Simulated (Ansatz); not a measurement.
## By hand: formation energy of Mo_Cu in Cu (fcc, Fm-3m)

Subject: the formation energy of Mo_Cu in Cu (fcc, Fm-3m). Reaction: 63 Cu (fcc) + Mo (bcc) → cell A.

A: a supercell of 64 sites of Cu (fcc, Fm-3m) with Mo on a Cu site (12 Cu at 2.60 Å); spin state with PBE: run without spin.

Setting: static, neutral cells in Ansatz (PAW) whose structures rest at the PBE level. Ansatz (an electronic-structure program) runs with its PAW set soft_1. Other levels take these structures. The lattices are those relaxed with PBE, so at other levels the solids can be strained, which adds to the spread. Larger cells are relaxed from a start prepared with the learned potential CHGNet, on a coarser mesh till forces fall under 0.03 eV/Å, which some starts already meet. A dispersion term (D3(BJ), or D4 for r2SCAN) was computed beside these levels and is taken off wherever the name lacks it. Space groups of crystals are read within 0.01 Å. Mesh and cell size may move defect energies by 0.1 eV or more. Cell A has symmetry Fm-3m within 0.02 Å and got no random move, so less symmetric positions, which may lie lower, weren't tried.

Total energies of the cells in eV, at zero smearing width. They compare only within one column; the weights balance every element.

```json
[
 {"cell": "A: Cu:Mo_Cu", "atoms": "64", "weight": "+1", "r2SCAN": "-422734.09489", "r2SCAN+D4": "-422746.40173"},
 {"cell": "Cu (fcc)", "atoms": "64", "weight": "−63/64", "r2SCAN": "-424399.64151", "r2SCAN+D4": "-424411.90960"},
 {"cell": "Mo (bcc)", "atoms": "1", "weight": "−1", "r2SCAN": "-4967.62482", "r2SCAN+D4": "-4967.82244"}
]
```

r2SCAN: (-422734.09489) − 63/64 × (-424399.64151) − (-4967.62482) = 1.927 eV.

r2SCAN+D4: (-422746.40173) − 63/64 × (-424411.90960) − (-4967.82244) = 1.894 eV.

What follows from the r2SCAN value: With the reservoirs of the reaction as written, and without entropy terms or charged states, the share of sites that hold the defect in equilibrium is exp(−1.93 eV/k_BT) = 1.9×10^-10 at 1000 K.
